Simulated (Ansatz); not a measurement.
# A constructed model of the (100) surface of rock-salt TaC, a layer of Cu, one atom over each C (bottom of the slab: a bare face, its two planes held)

Level of theory: PBE (plane waves to 420 eV, PAW; Ansatz, an electronic-structure program).

Model: 13-atom slab, 13.4 Å thick at the start, 12x12x1 mesh, Fermi-Dirac 0.1 eV, dipole correction, 4 atoms held, the rest relaxed; start symmetry kept, larger cells not searched; no spin, no spin-orbit, no U. In PBE it is, or lies within 0.01 eV a 1x1 cell of, the lowest of the 2 structures of its composition computed so far; larger cells were not tried.

```yaml
work_function_of_the_top_face: 4.49 eV
energy_released_by_relaxation: 0.27 eV
cost: around 8 core-minutes (rough)
```
